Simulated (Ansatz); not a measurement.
For TaSi2 (model structure, started from the AlB2 type, P6/mmm, No. 191, 3 atoms in the cell), PBE (plane waves, PAW; Ansatz, an electronic-structure program) gives:

* **equilibrium lattice constant a**: 4.399 Å
* **c axis length**: 2.654 Å
* **formation enthalpy**: 0.018 eV/atom

Question: What does PBE-D3(BJ) (Ansatz, PAW) give for the same quantities?

Answer: 
- lattice constant a: 4.340 Å (shrinks by 1.3 %)
- lattice parameter c: 2.628 Å (decreases by 1.0 %)
- formation enthalpy: -0.103 eV/atom (moves by -0.121 eV/atom)

Changes are worked out from the printed values.

Unless a cell is named, each level is at its own relaxed cell (PBE 14.83, PBE-D3(BJ) 14.29 Å³/atom).

Levels without +SOC leave out spin–orbit coupling, which shifts energies and cells of such heavy elements.

Ansatz's density-functional and Hartree–Fock values are scalar-relativistic unless marked +SOC, with PAW data made under PBE.

A model structure was made by putting elements into a prototype or built by hand; it is no filed structure, need not be a known phase, and can be a saddle point held by its symmetry.
